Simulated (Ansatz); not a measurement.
**Amorphous Si48Ge24**

The cell was made by melting and quenching with the CHGNet potential and then relaxed with DFT. The hot cell started wider than the set density and was brought back towards it in steps. It is the lowest in DFT energy of 4 quenches. It is a model cell: composition and starting density were chosen by hand, and all elements were melted together. No dispersion term was used.

Level of theory: PBE, scalar-relativistic without spin-orbit coupling (plane waves to 420 eV, PAW; Ansatz, an electronic-structure program). Geometry, pressure, stress and energy are those of the PBE run. Its sampling: a 2×2×2 Γ-centred mesh; Fermi-Dirac width 0.05 eV; no spin polarisation. The levels at the Fermi energy are partly filled. A closed spacing in one fast-quenched cell at PBE doesn't show the material to be a metal.

| Quantity | Value |
|---|---|
| Number of atoms in the cell | 72 |
| Density (volume relaxed, without dispersion) | 3.24 g/cm³ |
| Volume per atom | 148.6 bohr³ |
| Pressure on a 2×2×2 Γ-centred mesh | 0.06 GPa |
| Largest force and stress component on that mesh (the relaxation ran on one k-point at (1/4, 1/4, 1/4)) | 0.19 eV/Å and 0.2 GPa |
| Energy relative to silicon + germanium (lowest mix at this level among the phases computed, not always the ambient ones) | 0.252 eV/atom |
| Gap on a 2×2×2 Γ-centred mesh (PBE) | within the smearing (under twice its width) |

Cut-offs for bonds: Si-Si 2.68 Å, Si-Ge 2.80 Å, Ge-Ge 2.76 Å.

| Property | Result |
|---|---|
| Mean coordination of Si | 4.02 (47 with 4, 1 with 5) |
| Mean coordination of Ge | 3.88 (3 with 3, 21 with 4) |
| Mean Si-Si bond | 2.386 Å (spread 0.046 Å, 61 counted) |
| Mean Si-Ge bond | 2.450 Å (spread 0.056 Å, 71 counted) |

Its density started from a set value of 3.19 g/cm³. The simulated quench (nominally 100 K/ps over its main leg) is rapid and tends to freeze in more defects than a deposited or slowly cooled glass has. Values belong to this one cell and scatter from quench to quench. Volume and shape were free in the relaxation. On a 2×2×2 Γ-centred mesh force components of up to 0.19 eV/Å stay, since the relaxation ran on one k-point at (1/4, 1/4, 1/4).
